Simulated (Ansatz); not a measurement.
MgS (model structure, started from the tenorite type, Fm-3m, No. 225, 4 atoms in the cell), treated with PBE-D3(BJ) (plane waves, PAW; Ansatz, a quantum-chemistry and plane-wave program).

Run with plane-wave cutoff 500 eV, 10×10×6 k mesh (along the axes of the cell as run), Fermi–Dirac smearing 0.05 eV, scalar-relativistic PAW data made under PBE.

Cell (relaxed at this level):

```
MgS
1.0
    3.14773    -1.82244    -0.23631
    3.14773     1.82244    -0.23631
   -1.65287     0.00000     6.09277
Mg S
2 2
Direct
  0.00000   0.50000   0.00000
  0.50000   0.00000   0.50000
  0.75000   0.25000   0.25000
  0.25000   0.75000   0.75000
```

Q: What does this level give for the band gap?

A: 
- band gap: 2.85 eV (on the SCF k mesh)

Computed values are for the static lattice.

Cost on a shared machine: about 50 core-seconds (a rough figure).

A model structure was made by putting elements into a prototype or built by hand; here it ended with the formula and space group of a phase in our tables.
